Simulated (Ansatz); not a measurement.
The reference is ZnSe in the zinc blende structure (space group F-43m, No. 216; a = 5.6656 Å).

Computed with plane-wave PAW DFT at the r2SCAN level (Ansatz, a quantum-chemistry and plane-wave program, 500 eV), no spin-orbit coupling.

One change was made to it. Results:

| quantity | base | after |
|---|---|---|
| hole mass (degenerate bands, along [100]) | 0.13, 0.60, 0.60 mₑ (at Γ) | 0.16, 0.48, 0.48 mₑ (at Γ) |
| electron mass | 0.12 mₑ (at Γ) | 0.15 mₑ (at Γ) |
| valley order (the lowest conduction-band minima on the path, energy above the VBM, named in the base's zone) | Γ 1.87 eV; L along ⟨111⟩ 3.05 eV; X along ⟨100⟩ 3.34 eV | Γ 2.60 eV; X along ⟨100⟩ 2.93 eV; L along ⟨111⟩ 3.34 eV |
| volume per atom | 22.73 Å³ | 19.35 Å³ |

Q: Which of these changes matches the shifts?
A. pressure −1 GPa
B. pressure 15 GPa
C. pressure 4.5 GPa

A: B, pressure 15 GPa. For comparison, the valley order in the other runs: pressure −1 GPa gives Γ 1.80 eV; L along ⟨111⟩ 3.02 eV; X along ⟨100⟩ 3.37 eV; pressure 4.5 GPa gives Γ 2.13 eV; L along ⟨111⟩ 3.17 eV; X along ⟨100⟩ 3.20 eV.

The levels and masses belong to the bands next to the band gap. Load acts through the strain it causes; cell and atoms are relaxed under it. Masses are band curvatures over ±0.01 Å⁻¹ around the edge. Stability against distortions was not tested. Measured, ZnSe leaves this structure (for rock salt) near 13 GPa (temperature not stated; as listed in M. Köfferlein et al., Hyperfine Interactions (1994)).
